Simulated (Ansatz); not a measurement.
Data:

```
Al2O3
1.0
    4.80503     0.00000     0.00000
   -2.40252     4.16128     0.00000
    2.40251     1.38709     4.37208
Al O
4 6
Direct
  0.70420   0.85210   0.44370
  0.29580   0.14790   0.55630
  0.29580   0.64790   0.05630
  0.70420   0.35210   0.94370
  0.50000   0.44386   0.75000
  0.50000   0.55614   0.25000
  0.80614   0.05614   0.75000
  0.19386   0.94386   0.25000
  0.19386   0.75000   0.75000
  0.80614   0.25000   0.25000
```

Space group of this cell: R-3c, corundum. The cell is taken as given; by r2SCAN its mean pressure is -6.9 GPa.

The current runs along the normal of the first two printed vectors, the (001) plane. All runs by Ansatz (a quantum-chemistry and plane-wave program), plane waves and PAW, without spin-orbit coupling; the base is r2SCAN.

| run | mean pressure (GPa) | gap (eV) | mid-gap κ (1/Å) |
|---|---|---|---|
| base | -6.9 | 6.77 | 0.392 |
| all lengths scaled by 0.98 | 8.8 | ___ | ___ |
| all lengths scaled by 1.02 | -19.0 | 6.03 | 0.362 |
| lengths across the current scaled by 0.98, ions clamped | 3.4 | 7.29 | 0.410 |
| lengths across the current scaled by 1.02, ions clamped | -15.5 | ___ | ___ |
| lengths along the current scaled by 0.97, ions clamped | 0.2 | 6.90 | 0.409 |
| lengths along the current scaled by 1.03, ions clamped | -12.9 | ___ | ___ |

### Question
Fill in the missing entries.

### Answer

- all lengths scaled by 0.98, gap (eV): 7.55
- all lengths scaled by 0.98, mid-gap κ (1/Å): 0.423
- lengths across the current scaled by 1.02, ions clamped, gap (eV): 6.12
- lengths across the current scaled by 1.02, ions clamped, mid-gap κ (1/Å): 0.372
- lengths along the current scaled by 1.03, ions clamped, gap (eV): 6.35
- lengths along the current scaled by 1.03, ions clamped, mid-gap κ (1/Å): 0.374
